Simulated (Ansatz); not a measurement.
Ansatz (an electronic-structure program) run on ZnAu (P1, 2 atoms in the cell): self-consistent single point.

Computed with LDA (PW92), default PAW files made with PBE (plane waves; Ansatz).

```
ZnAu
1.0
    3.15005     0.00000     0.00000
    0.00000     3.15005     0.00000
    0.00000     0.00000     3.15005
Zn Au
1 1
Cartesian
  1.57803   1.54095   1.59734
 -0.00301   0.03407  -0.02231
```

Reference input (self-consistent single point, DFT, LDA (PW92), plane waves, default PAW files made with PBE): kpoints.mp_grid.grid = 7 7 7; hamiltonian.xc = lda; hamiltonian.pseudopotentials = {kind: paw} (the program's default PAW files); scf.occupations.method = cold; scf.occupations.width = 0.0037 Ry. This run's input differs from it in these lines:

Ansatz 0.2 input:
```diff
@@ -9,3 +9,3 @@
 kpoints:
-  mp_grid: { grid: [7, 7, 7] }
+  mp_grid: { grid: [8, 8, 8] }
 hamiltonian:
```

Output, abridged:

```
SCF iter   1: F=—  HF=-16111.620899 eV  |F-HF|=—  |Δ(HF+E_count)|=         —  Δρ=6.71e-3  dr2=5.53e-3  ethr=1.77e-3  ⟨swp⟩=5.4  Hψ=22049  notcnv=0
all-band conjugate gradients solve this SCF's bands
preconditioner: auto → none
SCF iter   2: F=—  HF=-16111.620565 eV  |F-HF|=—  |Δ(HF+E_count)|=   3.33e-4  S|Δr|=    0.00e0  Δρ=2.37e-3  dr2=8.53e-4  ethr=1.78e-5  ⟨swp⟩=2.0  Hψ=11142  notcnv=0  defer=109
   [... lines left out ...]
SCF iter   5: F=—  HF=-16111.620266 eV  |F-HF|=—  |Δ(HF+E_count)|=   3.10e-5  S|Δr|=    0.00e0  Δρ=1.54e-4  dr2=3.45e-6  ethr=3.91e-7  ⟨swp⟩=2.1  Hψ=6161  notcnv=0  defer=109
SCF iter   6: F=—  HF=-16111.620267 eV  |F-HF|=—  |Δ(HF+E_count)|=   8.74e-7  S|Δr|=    0.00e0  Δρ=2.61e-5  dr2=1.31e-7  ethr=1.11e-8  ⟨swp⟩=2.1  Hψ=6725  notcnv=0  defer=109
SCF iter   7: F=-16111.620267 eV  HF=-16111.620267 eV  |F-HF|=4.29e-10  |Δ(HF+E_count)|=   1.57e-8  S|Δr|=    0.00e0  Δρ=2.66e-6  dr2=1.41e-9  ethr=3.23e-10  ⟨swp⟩=5.3  Hψ=18590  notcnv=0
SCF 1 converged in 7 iterations: F = -16111.620267 eV  dr2 = 1.41e-9
Stability not checked (fill_not_monotonic)
Free energy (F): -16111.620267 eV
Internal energy: -16111.621410 eV  (E = F + TS)
E sigma→0 (E₀):  -16111.620648 eV
Entropy (-TS):   0.001143 eV (0.571 meV/atom)
Fermi energy:    16.332259 eV
--- Forces (eV/Å), atoms counted from 1 ---
  atom   1  Zn    -0.01798688     0.19435076    -0.13085865
  atom   2  Au     0.01798659    -0.19436243     0.13085949
--- Stress (GPa, compression-positive) ---
       -6.480582      -0.040051       0.026625
       -0.040051      -6.735123      -0.293057
        0.026625      -0.293057      -6.587251
  P = ⅓ Tr σ = -6.6010 GPa (-66.010 kbar)
  The stress holds the Pulay correction. Without it, at fixed plane waves, as pw.x and ABINIT print it: P = -6.6567 GPa
```

The run converged in 7 iterations. Against the reference run the free energy is nearly the same (within 1 meV/atom), the pressure goes from -7.18 to -6.60 GPa and the largest force goes from 0.227 to 0.235 eV/Å.

The starting cell comes from a database of computed structures (which also holds hypothetical and non-ambient phases and stackings), without a prior relaxation at this level. Its atoms were displaced at random from the sites of space group no. 221. With a pressure of about -7 GPa the cell is away from its equilibrium volume at this level. Ansatz's pressure includes its estimate of the finite-basis (Pulay) stress.
